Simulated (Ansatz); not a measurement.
The starting structures come from a database of crystals and need not be the phases stable at ambient conditions.

By PBEsol, the system below comes out a metal.

Without scattering a metal conducts by its projected Fermi surface.

```
CELL_PARAMETERS angstrom
      3.05605     0.00000     0.00000
      0.00000     4.63896     0.00000
      1.52802     0.00000     2.64662
ATOMIC_POSITIONS crystal
  Mo 0.33333 0.75023 0.33333
  Mo 0.66667 0.24977 0.66667
  C  0.00000 0.50000 0.00000
```

Space group of this cell: P-3m1. The cell is taken as given; by PBEsol its mean pressure is -5.9 GPa.

The current flows along the normal of the first two printed cell vectors, the (100) plane of the conventional cell. No spin-orbit coupling; the value is a mean over 0.1 eV about the Fermi level.

Question: State the ballistic conductance per area according to PBEsol (Ansatz, an electronic-structure program).

Answer: 0.87 × 10¹⁵ S/m² for both spins.
